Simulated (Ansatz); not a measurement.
Candidates (primitive cells; geometry: cell and atoms relaxed with PBEsol):
A. GaN (P6_3mc), a = 3.183 Å, b = 3.183 Å, c = 5.185 Å, α = 90.00°, β = 90.00°, γ = 120.00°
B. ZnO (P6_3mc), a = b = 3.2300 Å, c = 5.2144 Å, α = β = 90.00°, γ = 120.00°
C. MgS (Fm-3m), a = b = c = 3.664 Å, α = β = γ = 60.00°
D. RbBr (Fm-3m), a = b = c = 4.839 Å, α = β = γ = 60.00°
E. Si (Fd-3m), a = 3.842 Å, b = 3.842 Å, c = 3.842 Å, α = 60.00°, β = 60.00°, γ = 60.00°

Task: Rank these by band gap (lowest first), as PBEsol with spin-orbit coupling, rigid bands (Ansatz, a quantum-chemistry and plane-wave program) gives it.

Result: E (0.45 eV), B (0.69 eV), A (1.88 eV), C (2.70 eV), D (4.06 eV)

Formula and space group known from diffraction (Crystallography Open Database), not checked to be the room-temperature form: RbBr (Fm-3m).
